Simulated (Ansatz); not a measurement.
A self-consistent single point of a (001) slab of Hf2Hg (cut from a parent of space group no. 139; 6 atoms in the cell) with Ansatz (an electronic-structure program).

Method: PBEsol, default PAW files made with PBE (plane waves; Ansatz).

The change in words: vacuum of 6 angstrom (first run: 14 Å); efield.axis: default → 3; efield.dipole_correction: default → true. Reference geometry:
```yaml
crystal:
  lattice:
    - [3.32009, 0.00000, 0.00000]
    - [0.00000, 3.32009, 0.00000]
    - [0.00000, 0.00000, 23.61852]
  atoms:
    - { symbol: Hf, position: [0.50000, 0.50000, 0.70362] }
    - { symbol: Hf, position: [0.00000, 0.00000, 0.29638] }
    - { symbol: Hg, position: [0.00000, 0.00000, 0.62245] }
    - { symbol: Hf, position: [0.00000, 0.00000, 0.45872] }
    - { symbol: Hf, position: [0.50000, 0.50000, 0.54127] }
    - { symbol: Hg, position: [0.50000, 0.50000, 0.37755] }
```

Reference input (self-consistent single point, DFT, PBEsol, plane waves, default PAW files made with PBE): basis.ecutwfc = 30.9 Ry; kpoints.mp_grid.grid = 9 9 1; hamiltonian.xc = pbesol; hamiltonian.pseudopotentials = {kind: paw} (the program's default PAW files); scf.occupations.method = fermi_dirac; scf.occupations.width = 0.0073 Ry. This run's input differs from it in these lines:

Ansatz 0.2 input:
```diff
@@ -4,10 +4,10 @@
     - [0.00000000, 3.32009000, 0.00000000]
-    - [0.00000000, 0.00000000, 23.61851900]
+    - [0.00000000, 0.00000000, 15.61850000]
   atoms:
-    - { symbol: Hf, position: [0.50000000, 0.50000000, 0.70362200] }
-    - { symbol: Hf, position: [0.00000000, 0.00000000, 0.29637800] }
-    - { symbol: Hg, position: [0.00000000, 0.00000000, 0.62244800] }
-    - { symbol: Hf, position: [0.00000000, 0.00000000, 0.45872500] }
-    - { symbol: Hf, position: [0.50000000, 0.50000000, 0.54127500] }
-    - { symbol: Hg, position: [0.50000000, 0.50000000, 0.37755200] }
+    - { symbol: Hf, position: [0.50000000, 0.50000000, 0.80792000] }
+    - { symbol: Hf, position: [0.00000000, 0.00000000, 0.19208000] }
+    - { symbol: Hg, position: [0.00000000, 0.00000000, 0.68516800] }
+    - { symbol: Hf, position: [0.00000000, 0.00000000, 0.43758300] }
+    - { symbol: Hf, position: [0.50000000, 0.50000000, 0.56241700] }
+    - { symbol: Hg, position: [0.50000000, 0.50000000, 0.31483200] }
 basis:
@@ -19,2 +19,5 @@
   pseudopotentials: { kind: paw }
+efield:
+  axis: 3
+  dipole_correction: true
 scf:
@@ -24,3 +27,2 @@
   eigenvalues: true
-  stress: true
```

Output (repeated stretches shortened):

```
SCF iter   1: F=—  HF=-89725.662047 eV  |F-HF|=—  |Δ(HF+E_count)|=         —  Δρ=5.18e-3  dr2=8.56e-1  ethr=1.77e-3  p=0.000 e·Å  D=1.56e-13 V/Å  ΔV_dip=-0.00 eV  dr2_dipole=1.38e-8  V_vac-E_F(+/−)=2.25/2.76 eV  ⟨swp⟩=5.1  Hψ=4094  notcnv=0
all-band conjugate gradients solve this SCF's bands
efield: sawtooth ramp at fractional position 0.9500 (placed from the atoms, in the widest stretch of the axis that holds none …
   [... lines left out ...]
WARN: efield: at this solve's end the planar-averaged density reaches 5.97e-2 e/Å³ inside the ramp window [0.8860, 0.1140] (bound 1e-5 e/Å³) …
SCF 1 converged in 9 iterations: F = -89725.635758 eV  dr2 = 5.15e-8
Free energy (F): -89725.635758 eV
Internal energy: -89725.406387 eV  (E = F + TS)
E sigma→0 (E₀):  -89725.521072 eV
Entropy (-TS):   -0.229370 eV (-38.228 meV/atom)
Fermi energy:    13.722602 eV
Dipole field:    D = 0.000005 V/Å  (p = 0.000005 e·Å, saw-weighted, corrected)
Work function:   Φ+ = withheld (plateau slope 7.1e0 eV/Å)   Φ− = withheld (plateau slope 5.5e0 eV/Å)
Levels:          The Fermi level and band energies are counted from a zero that moves with the ramp; work functions are not
Vacuum region:   at the solve's end the planar-averaged density reaches 5.97e-2 e/Å³ inside the ramp window [0.8860, 0.1140] (bound 1e-5 e/Å³)
--- Forces (eV/Å), atoms counted from 1 ---
  atom   1  Hf    -0.00000000    -0.00000000    -0.16525821
  atom   2  Hf     0.00000000     0.00000000     0.16525300
  atom   3  Hg     0.00000000    -0.00000000     0.26969618
  atom   4  Hf     0.00000000     0.00000000     0.16600688
  atom   5  Hf    -0.00000000    -0.00000000    -0.16600684
  atom   6  Hg    -0.00000000    -0.00000000    -0.26969656
```

The run converged in 9 iterations. Against the reference run the free energy falls by 13.6 meV/atom and the largest force goes from 0.318 to 0.270 eV/Å.

The starting cell comes from a database of computed structures (which also holds hypothetical and non-ambient phases and stackings), without a prior relaxation at this level. The slab is cut from that crystal, and its faces are unrelaxed. Its lattice was rescaled by up to half a per cent.
